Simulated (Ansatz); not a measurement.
System: CsCl-type CoGa. Method: HSE06 (plane waves, PAW; Ansatz, an electronic-structure program).

Settings: plane-wave cutoff 500 eV, 10×10×10 k mesh, Fermi–Dirac smearing 0.1 eV, no spin polarisation, scalar-relativistic PAW data made under PBE.

Computed at the level's own relaxed cell.

Question: Estimate the equilibrium volume per atom and lattice constant a that the calculation returns.

Answer: 
- equilibrium volume per atom: 11.44 Å³/atom
- lattice constant a: 2.839 Å

Measured, for comparison: lattice constant a 2.878 Å (temperature not stated, copied from a table, unchecked, not corrected to a static lattice; as tabulated in Monatshefte fuer Chemie und verwandte Teile anderer Wissenschaften 123, 509 (1992)). Computed (rounded) less measured: lattice constant a not scored (unchecked). A static lattice is as a rule a little smaller and stiffer than an uncorrected measurement, which narrows the difference in the lattice constant a and would widen misses of the other sign.

Note: exact exchange on metals is sensitive to the k mesh and can open a false gap; the run warned that the count of filled bands differs between k points.

Static lattice: no zero-point or thermal effects.

Computing time: roughly 7 core-minutes.
